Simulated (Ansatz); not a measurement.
N on the 1x1 (110) surface of bcc Mo, one in a 2x1 cell, energies for each (14.1 Å²). Energies are against ½ N2(g), without zero-point or thermal terms; each row is named by its start.

Method: PBE (plane waves to 420 eV, PAW; Ansatz, an electronic-structure program).

Model: 9-atom slab, 6.5 Å thick at the start under the adsorbate (thin: gaps and levels are the slab's own), 6x12x1 mesh, Fermi-Dirac 0.1 eV, dipole correction, 4 atoms held, the rest relaxed; each run with such symmetry as its start has; spin where the adsorbate may keep a moment, no spin-orbit, no U, no dispersion correction.

A negative adsorption energy means that the adsorbate is more stable on the surface than in its reference. Heights count from the host atoms within 0.3 Å of the top one.

| starting site | E_ads (eV) | height (Å) | nearest host atom (Å) | bonded to | Δ work function (eV) | lateral drift (Å) | moment (μB) |
|---|---|---|---|---|---|---|---|
| top Mo | 0.88 | 1.68 | Mo 1.68 | Mo | 2.27 | 0.0 | 0.0 |
| hollow Mo-Mo-Mo | -1.39 | 1.06 | Mo 1.93 | 3 Mo | 0.92 | 0.1 | – |
| bridge Mo-Mo (span 2.7 Å) | -0.40 | 1.24 | Mo 1.85 | 2 Mo | 0.97 | 0.0 | – |
| bridge Mo-Mo (span 3.2 Å) | -1.20 | 0.79 | Mo 2.03 | 4 Mo | 0.48 | 0.0 | – |
